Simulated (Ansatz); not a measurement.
Start from MoSi₂ (space group I4/mmm, No. 139; a = 3.217 Å, c = 7.875 Å; relaxed with 0.1 eV smearing). Axes: x, y, z lie along a, b, c of the conventional cell.

Level of theory: PBE/PAW in Ansatz (an electronic-structure program), no SOC.

Before the change:

| Property | Result |
|---|---|
| Pressure | 0.0 GPa |

One thing is altered: biaxial strain +2.50 %, plane normal [001], relaxed out of plane (Cartesian); in-plane vectors clamped, the third vector and the atoms free.

Question: How does this affect the energy relative to the base?

Answer: The energy goes up by 23 meV/atom.

Question: What does the calculation give for the pressure after the change?

Answer: The pressure (mean of the normal stresses, compression positive) goes from zero to -7.0 GPa.

Question: How does this affect the out-of-plane strain?

Answer: The out-of-plane strain is -0.81 %.

Stability against distortions was not tested. All final runs are without spin polarisation.
